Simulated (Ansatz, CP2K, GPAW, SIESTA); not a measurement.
# One structure in several programs: BaNaCuClO2 (P4mm, 6 atoms in the cell)

Self-consistent single point.

```xyz
6
Lattice="3.9688 0.0000 0.0000 0.0000 3.9688 0.0000 0.0000 0.0000 7.0988" Properties=species:S:1:pos:R:3 pbc="T T T"
Na     0.0000     0.0000     0.2078
Ba     0.0000     0.0000     3.4072
Cu     1.9844     1.9844     1.5252
Cl     1.9844     1.9844     5.2700
O      0.0000     1.9844     1.6668
O      1.9844     0.0000     1.6668
```

Shared settings, as Ansatz (a program for electronic structure) writes them: kpoints.mp_grid.grid = 8 8 5; scf.occupations.method = fermi_dirac; scf.occupations.width = 0.1 eV. Potentials and cutoffs stand in the table.

| code | model | pressure (GPa) | largest force (eV/Å) | cutoff |
|---|---|---|---|---|
| Ansatz | LDA (PW92), PAW files made with PBE | -6.84 | 0.696 | default |
| SIESTA | LDA PW92, numerical atomic orbitals DZP, PseudoDojo LDA standard norm-conserving potentials (rewritten from UPF to PSML) | -7.04 | 0.823 | grid 350 Ry |
| CP2K | LDA (Pade form), GPW, DZVP-MOLOPT-SR-GTH basis, GTH-PADE potentials (GTH_POTENTIALS) | -5.12 | – | grid 950 Ry |
| GPAW | LDA (Perdew-Wang 92), GPAW PAW datasets LDA (gpaw-data 1.0.1) | – | 0.504 | 950 eV |

Size of the force on each atom (eV/Å): Sizes of forces hide their directions.

```tsv
code	Na1	Ba2	Cu3	Cl4	O5	O6
Ansatz	0.382	0.696	0.158	0.221	0.189	0.189
SIESTA	0.750	0.823	0.182	0.294	0.093	0.093
GPAW	0.356	0.504	0.106	0.210	0.123	0.123
```

A dash marks a value that a program does not give, or that is left out as unsure.

On Ansatz's run: spin polarisation is off; with an odd number of electrons in the cell that forces a metal, and a magnetic state may lie lower.

The spread over the programs that give each value: pressure within 1.92 GPa; largest force within 0.319 eV/Å.

SIESTA and CP2K use small atom-centred bases, whose incompleteness enters pressures, forces and empty levels differently from a plane-wave cutoff. Ansatz's pressure is given at a fixed set of plane waves, as the other plane-wave codes print theirs; with its correction for the finite basis it is -6.63 GPa (the shift of 0.21 GPa shows how far the cutoff is from converged). The pressure of GPAW is left out: its cutoff lies under the one at which its stress was checked.

The starting cell comes from a database of computed structures (which also holds hypothetical and non-ambient phases and stackings), without a prior relaxation at this level.

Keys are those of Ansatz 0.2.
